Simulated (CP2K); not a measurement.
Input and output of a self-consistent single point for a sheet of TiTe2 (3 atoms in the cell) (CP2K).

Computed with PBE, GPW, DZVP-MOLOPT-SR-GTH basis, GTH-PBE potentials (GTH_POTENTIALS) in CP2K 2026.2.

```yaml
crystal:
  lattice:
    - [3.87702, 0.00000, 0.00000]
    - [-1.93851, 3.35759, 0.00000]
    - [0.00000, 0.00000, 17.17063]
  atoms:
    - { symbol: Ti, position: [0.00000, 0.00000, 0.50000] }
    - { symbol: Te, position: [0.33333, 0.66667, 0.59233] }
    - { symbol: Te, position: [0.66667, 0.33333, 0.40767] }
```

Reference input (self-consistent single point, DFT PBE, GPW, DZVP-MOLOPT-SR-GTH basis, GTH-PBE potentials (GTH_POTENTIALS)): CUTOFF = 600 Ry; REL_CUTOFF = 50 Ry; SMEAR/METHOD = GAUSSIAN; SIGMA = 0.1 eV; KPOINTS/SCHEME = MONKHORST-PACK 5 5 1; XC_FUNCTIONAL = PBE; Ti/BASIS_SET = DZVP-MOLOPT-SR-GTH-q12; Ti/POTENTIAL = GTH-PBE-q12; Te/BASIS_SET = DZVP-MOLOPT-SR-GTH-q6; Te/POTENTIAL = GTH-PBE-q6; METHOD = GPW; EPS_DEFAULT = 1e-10. This run's input differs from it in these lines:

```diff
@@ -39,3 +39,3 @@
     &KPOINTS
-      SCHEME MONKHORST-PACK 5 5 1
+      SCHEME MONKHORST-PACK 7 7 1
     &END KPOINTS
```

Output (repeated stretches shortened):

```
 SCF WAVEFUNCTION OPTIMIZATION

  Step     Update method      Time    Convergence         Total energy    Change
     1 NoMix/Diag. 0.20E+00      -     1.71299990       -74.8608533346 -7.49E+01
     2 Broy./Diag. 0.20E+00      -     0.04551215       -75.1239265135 -2.63E-01
     3 Broy./Diag. 0.20E+00      -     0.01251843       -74.6314869226  4.92E-01
     4 Broy./Diag. 0.20E+00      -     0.01443002       -74.5996637272  3.18E-02
     5 Broy./Diag. 0.20E+00      -     0.00198719       -74.5300120150  6.97E-02
     6 Broy./Diag. 0.20E+00      -     0.00216207       -74.5723528142 -4.23E-02
   [... 10 lines left out ...]
    17 Broy./Diag. 0.20E+00      -     0.00000152       -74.5908804692 -9.80E-06
    18 Broy./Diag. 0.20E+00      -     0.00000030       -74.5908911246 -1.07E-05
    19 Broy./Diag. 0.20E+00      -     0.00000034       -74.5908902921  8.32E-07
    20 Broy./Diag. 0.20E+00      -     0.00000010       -74.5908886422  1.65E-06
  *** SCF run converged in    20 steps ***

  Overlap energy of the core charge distribution:               0.00000000000454
  Self energy of the core charge distribution:               -142.22225291446418
  Core Hamiltonian energy:                                     34.38223270710907
  Hartree energy:                                              44.21164860706460
  Exchange-correlation energy:                                -10.96226279841565
  Smearing free energy correction:                             -0.00025424348075
  Fermi energy:                                                -0.03678572788159

  Total energy:                                               -74.59088864218744
  Total energy (extrapolated to sigma->0):                    -74.59076152044706

                     Mulliken Population Analysis

   [... lines left out ...]

 STRESS| Analytical stress tensor [bar]
 STRESS|                        x                   y                   z
 STRESS|      x        4.62967156034E+03   8.77635190016E-02   2.25720440408E-01
 STRESS|      y        8.77635190016E-02   4.62976746947E+03  -1.33281307253E-01
 STRESS|      z        2.25720440408E-01  -1.33281307253E-01   2.21608117503E+04
 STRESS| 1/3 Trace                                             1.04734169267E+04
```

The run converged in 20 iterations. Against the reference run the free energy drops by 8.8 meV/atom and the largest force goes from 1.015 to 0.975 eV/Å.

The starting cell was generated: these elements placed on a structure prototype, without a prior relaxation; it need not be a known phase or ordering of this composition. Its lattice was rescaled in the plane by a random factor within 2.5 % of one. Spin polarisation is off, so a magnetic state, if there is one, cannot be reached. Values carry the incompleteness of an atom-centred basis.
